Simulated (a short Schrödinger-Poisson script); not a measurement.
**Symmetric double-gate stack, Si3N4 on p-type Ge(111)**

System: symmetric double-gate stack, Si3N4 on p-type Ge(111), at 77 K.

| layer | material | thickness (nm) | Na (cm⁻³) |
|---|---|---|---|
| 1 | Si3N4 | 1.6 | - |
| 2 | Ge | 20 | 1e16 |
| 3 | Si3N4 | 1.6 | - |

The device is made up for the run: typed textbook-type constants, with dimensions and the other settings drawn at random. Si3N4: permittivity 7.5, conduction-band edge (eV) 1.9, gap (eV) 5.1, electron mass (mₑ) 0.5. Ge: permittivity 16, conduction-band edge (eV) 0, gap (eV) 0.664, Nv at 300 K (cm⁻³) 6e18.

Channel valleys (confinement mass, in-plane density-of-states mass, number): L1 1.59, 0.08, 1; L3 0.09, 0.34, 3. At the gates, both at one voltage, the conduction-band edge of layer 1 lies 2.05 eV − eVg above the Fermi level of the channel. Gaps are held at their typed values at every temperature. Mesh 0.03 nm at interfaces.

Solved with a short Schrödinger-Poisson script written for these runs: 1D Poisson equation in equilibrium, electrons quantum, Hartree (BenDaniel-Duke, 12 states a valley, the channel's in-plane mass for all, wave functions ending at the dielectric), parabolic valleys, classical holes, full ionisation, no traps, pinning or gate leakage.

| Vg (V) | electrons (cm⁻²) | C (μF/cm²) | L1 E0 (meV) | L1 E1 (meV) | L3 E0 (meV) | L3 E1 (meV) |
|---|---|---|---|---|---|---|
| 0.1 | 5.33e8 | 0.0138 | 51.5 | 53.2 | 61.3 | 92.6 |
| 0.15 | 2.16e11 | 2.13 | 11.4 | 12.1 | 21.8 | 51.8 |
| 0.2 | 1.17e12 | 3.71 | -5.1 | -5.1 | 11.9 | 38.6 |
| 0.25 | 2.42e12 | 4.24 | -17.7 | -17.7 | 8.0 | 32.1 |
| 0.3 | 3.79e12 | 4.51 | -29.2 | -29.2 | 5.4 | 27.3 |
| 0.35 | 5.22e12 | 4.68 | -40.4 | -40.4 | 3.4 | 23.2 |
| 0.4 | 6.71e12 | 4.82 | -51.2 | -51.2 | 1.6 | 19.8 |
| 0.45 | 8.23e12 | 4.92 | -61.7 | -61.7 | 0.1 | 16.6 |
| 0.5 | 9.78e12 | 5.01 | -72.1 | -72.1 | -1.3 | 13.8 |
| 0.55 | 1.14e13 | 5.09 | -82.3 | -82.3 | -2.5 | 11.3 |
| 0.6 | 1.30e13 | 5.16 | -92.3 | -92.3 | -3.7 | 9.0 |
| 0.65 | 1.46e13 | 5.23 | -102.1 | -102.1 | -4.7 | 6.8 |
| 0.7 | 1.62e13 | 5.28 | -111.8 | -111.8 | -5.8 | 4.9 |
| 0.75 | 1.79e13 | 5.33 | -121.3 | -121.3 | -6.7 | 3.0 |
| 0.8 | 1.95e13 | 5.38 | -130.7 | -130.7 | -7.6 | 1.3 |
| 0.85 | 2.12e13 | 5.42 | -140.0 | -140.0 | -8.5 | -0.3 |

Gate voltages with under 1e6 electrons/cm² are left out.

Subbands count from the Fermi level. The capacitance is that of both gates.

Only the L valleys are kept; under strong confinement the Δ valleys of Ge fill too.
